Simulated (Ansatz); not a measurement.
Consider ZnInGaO4 (space group R3m, No. 160).

```
CELL_PARAMETERS angstrom
      1.65751     0.95696     8.58477
     -1.65751     0.95696     8.58477
      0.00000    -1.91393     8.58477
ATOMIC_POSITIONS crystal
  In 0.99705 0.99705 0.99705
  Ga 0.21287 0.21287 0.21287
  Zn 0.78131 0.78131 0.78131
  O  0.13628 0.13628 0.13628
  O  0.87884 0.87884 0.87884
  O  0.28876 0.28876 0.28876
  O  0.70489 0.70489 0.70489
```

Calculations: Ansatz (a program for electronic structure) PBEsol, spin-orbit coupling left out, earlier PAW set.

For the base:

The density comes out as 6.38 g/cm³.

Perturbation: every In is replaced by Sc; the structure is relaxed again.

**Question.** Predict the new density.

**Answer.** The density falls by 1.22 g/cm³ (6.38 g/cm³ → 5.16 g/cm³).

Whether these cells are dynamically stable was not tested. As relaxed here, ScZnGaO4 is a hypothetical phase, not in the database extracts checked. All final runs are without spin polarisation.
